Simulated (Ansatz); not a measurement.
Consider this model of amorphous Ge$_{20}$S$_{40}$Ag.

```xyz
61
Lattice="10.8650 0.2349 0.1031 0.2349 11.9137 -0.0842 0.1031 -0.0842 12.1838" Properties=species:S:1:pos:R:3 pbc="T T T"
Ge    10.0483     8.8471    11.2298
Ge     2.0024     0.1232     5.2289
Ge    10.8299     0.1599    10.6266
Ge     2.3107     2.0053    11.4591
Ge     6.3587     7.7460     7.9187
Ge     2.0374     6.9074     9.4259
Ge     7.3619    10.3600     1.1840
Ge     8.9921     9.6977     5.6520
Ge     4.6862     0.8618     1.5110
Ge     9.8320     1.8769     4.9850
Ge     3.5045     9.4040     7.4059
Ge     5.7580     3.1501    11.6680
Ge     9.8284     7.6602     2.5077
Ge     7.2626     5.1323     9.2745
Ge     3.9501     4.7182     6.4862
Ge     9.1971     5.3140     4.6375
Ge     1.3416     2.8019     2.7607
Ge     4.3473     9.7652     4.0343
Ge     1.5251     6.0300     0.2605
Ge     7.0037     3.2078     6.6122
S      8.6612     9.4745     3.2430
S     10.8577     0.4404     6.3592
S     10.2999     7.2293     4.9690
S      7.0164     4.9857    11.4906
S      3.3351     7.0944    11.1874
S      7.6396     1.5071     5.3259
S      5.2547     9.2406     0.8393
S      9.0470     5.5048     2.4084
S      5.2480     5.8148     8.3675
S      5.2015     9.3554     8.9255
S      2.3927     0.9194     1.2520
S      7.0609     5.1423     5.3984
S      0.5924    10.1393    11.8979
S      1.9651     5.1490     7.9880
S      6.6641    10.3495     5.8119
S      1.5481     8.8860     8.4063
S      1.9240     0.6387     9.7307
S     10.3096     1.5740     2.8794
S      2.1563    10.4708     3.5801
S      6.9034     8.2885     5.7442
S      9.8407     1.8224    11.8157
S      8.2951     3.3421     8.4742
S      8.2749     7.0891     8.8869
S      8.4731     8.0430     0.4381
S      5.5138     2.9343     1.6918
S      8.5880    10.0375     9.9315
S     10.5728     3.8984     5.6506
S      3.7219     3.5976    10.8000
S      5.4277    11.9343    11.4601
S      3.6856    11.5507     6.8122
S      4.9032     8.1075     2.5062
S      9.7627    11.3262     8.8378
S      4.9615     2.7044     7.2864
S     10.8782     6.7843    10.5806
S      2.7228     2.1160     4.5861
S      3.7362     7.9045     5.7916
S      1.0441     7.8254     1.7220
S      6.6642     1.2755    10.7987
S      0.3696     3.1536    11.7430
S      5.7376    11.6603     3.1343
Ag     1.4789     6.8277     6.0886
```

Computed with PBE-D3(BJ), scalar-relativistic without spin-orbit coupling (plane waves to 420 eV, PAW; Ansatz, a program for electronic structure). In the spin-polarised cell the level spacing at the Fermi energy can part levels of unlike spin.

Preparation: random packing, a CHGNet melt and quench, and a DFT relaxation. The hot cell started wider than the set density and was brought back towards it in steps. It is the lowest in DFT energy of 3 quenches. It is a model cell: composition and starting density were chosen by hand, and all elements were melted together. The geometry includes D3(BJ) dispersion. Its density started from a set value of 2.83 and ended at 2.99 g/cm³. The quench (nominally 96 K/ps over its main leg) was far faster than any real one, so the model tends to hold more defects than a real film. Values belong to this one cell and scatter from quench to quench. Volume and shape were free in the relaxation.

Cut-offs for bonds: Ge-Ge 2.85 Å, Ge-S 2.76 Å, Ge-Ag 3.18 Å, S-S 2.39 Å, S-Ag 3.00 Å, Ag-Ag 3.48 Å.

**Question.** Give the coordination numbers, mean bond lengths and angles.

**Answer.** 
| Item | Value |
|---|---|
| Mean coordination of Ge | 3.80 (5 with 3, 14 with 4, 1 with 5) |
| Mean coordination of S | 2.23 (31 with 2, 9 with 3) |
| Mean coordination of Ag | 3.00 (1 with 3) |
| Mean Ge-S bond | 2.317 Å (spread 0.121 Å, 76 counted) |
| Mean S-S bond | 2.070 Å (spread 0.017 Å, 5 counted) |
| Mean S-Ag bond | 2.496 Å (spread 0.081 Å, 3 counted) |
| Bond angle at Ge | mean 106.1°, spread 13.8° |
| Bond angle at S | mean 101.1°, spread 13.9° |

**Question.** List the pairs of like atoms that count as bonded by the rules above.

**Answer.** S27-S51 (2.05 Å), S35-S40 (2.08 Å), S41-S59 (2.10 Å), S46-S52 (2.06 Å), S49-S58 (2.07 Å).

**Question.** What Bader charges do the atoms carry, from a run on one k-point at (1/4, 1/4, 1/4)?

**Answer.** Means (range): Ge +1.16 e (+0.84 to +1.31), S -0.59 e (-0.77 to -0.29), Ag +0.40 e (+0.40 to +0.40).
| atom | charge (e) |
|---|---|
| Ge1 | +1.27 |
| Ge2 | +1.31 |
| Ge3 | +1.25 |
| Ge4 | +1.27 |
| Ge5 | +1.27 |
| Ge6 | +1.28 |
| Ge7 | +0.84 |
| Ge8 | +0.88 |
| Ge9 | +1.25 |
| Ge10 | +1.31 |
| Ge11 | +1.30 |
| Ge12 | +1.30 |
| Ge13 | +1.31 |
| Ge14 | +1.30 |
| Ge15 | +0.87 |
| Ge16 | +1.31 |
| Ge17 | +0.84 |
| Ge18 | +1.00 |
| Ge19 | +0.84 |
| Ge20 | +1.31 |
| S21 | -0.73 |
| S22 | -0.72 |
| S23 | -0.74 |
| S24 | -0.63 |
| S25 | -0.67 |
| S26 | -0.68 |
| S27 | -0.34 |
| S28 | -0.65 |
| S29 | -0.70 |
| S30 | -0.65 |
| S31 | -0.65 |
| S32 | -0.71 |
| S33 | -0.60 |
| S34 | -0.68 |
| S35 | -0.32 |
| S36 | -0.70 |
| S37 | -0.63 |
| S38 | -0.71 |
| S39 | -0.67 |
| S40 | -0.33 |
| S41 | -0.33 |
| S42 | -0.64 |
| S43 | -0.66 |
| S44 | -0.71 |
| S45 | -0.66 |
| S46 | -0.33 |
| S47 | -0.69 |
| S48 | -0.66 |
| S49 | -0.34 |
| S50 | -0.66 |
| S51 | -0.34 |
| S52 | -0.29 |
| S53 | -0.70 |
| S54 | -0.68 |
| S55 | -0.77 |
| S56 | -0.72 |
| S57 | -0.69 |
| S58 | -0.29 |
| S59 | -0.36 |
| S60 | -0.64 |
| Ag61 | +0.40 |
